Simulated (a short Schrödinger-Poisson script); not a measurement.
Structure: MOS inversion layer, SiO2 on p-type Si(100), at 300 K.

```csv
layer,material,thickness (nm),Na (cm⁻³)
1,SiO2,1,-
2,Si,1700,6.1e16
```

The device is made up for the run: typed textbook-type constants, with dimensions and the other settings drawn at random. SiO2: permittivity 3.9, conduction-band edge (eV) 3.15, gap (eV) 9, electron mass (mₑ) 0.5. Si: permittivity 11.7, conduction-band edge (eV) 0, gap (eV) 1.124, Nv at 300 K (cm⁻³) 3.1e19.

Channel valleys (confinement mass, in-plane density-of-states mass, number): Δ2 0.916, 0.19, 2; Δ4 0.19, 0.417, 4. At the gate the conduction-band edge of layer 1 lies 3.55 eV − eVg above the Fermi level of the channel; the field vanishes at the back. Gaps are held at their typed values at every temperature. Mesh 0.03 nm at interfaces.

Solved with a short Schrödinger-Poisson script written for these runs: 1D Poisson equation in equilibrium, electrons quantum, Hartree (BenDaniel-Duke, 12 states a valley, the channel's in-plane mass for all, wave functions free to enter the dielectric), parabolic valleys, classical holes, full ionisation, no traps, pinning or gate leakage.

The same stack at other levels of the model or other numerical settings:

| run | sheet density of all electrons at Vg = 1.15 V (cm⁻²) | sheet density of all electrons at Vg = 0.55 V (cm⁻²) | capacitance at Vg = 1.15 V (μF/cm²) | centroid of the channel electrons at Vg = 1.15 V (nm) | rough cost against the base |
|---|---|---|---|---|---|
| base | 1.02e13 | 1.61e12 | 2.53 | 1.65 | about 1 |
| electrons treated as classical, Boltzmann | 1.35e13 | 2.36e12 | 3.19 | 0.57 | 0.03 |
| electrons treated as classical, Fermi-Dirac | 1.26e13 | 2.29e12 | 2.88 | 0.80 | 0.2 |
| mesh six times as coarse | 1.02e13 | 1.60e12 | 2.52 | 1.67 | 0.3 |
| one subband a valley | 1.02e13 | 1.57e12 | 2.54 | 1.55 | 0.5 |

The classical rows ignore confinement, and Boltzmann statistics overrate the density once the band edge passes the Fermi level.
